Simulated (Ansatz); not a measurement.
Equilibrium volume per atom of VSi (model structure, from the WC type, P-6m2, No. 187) at several levels of theory

No measured value is used here.

| level (code) | value (Å³/atom) |
|---|---|
| PBE (Ansatz) | 13.24 |
| PBEsol (Ansatz) | ___ |
| PBE-D3(BJ) (Ansatz) | 12.67 |

**Question.** Fill in the missing entries.

**Answer.** 
- PBEsol (Ansatz, a first-principles code), value (Å³/atom): 12.85

PBE, PBEsol, PBE-D3(BJ): the starting moments vanished in the run, and other orders were not tried. Ansatz's density-functional and Hartree–Fock values are scalar-relativistic unless marked +SOC, with PAW data made under PBE.

A model structure was made by putting elements into a prototype or built by hand; it is no filed structure, need not be a known phase, and can be a saddle point held by its symmetry.
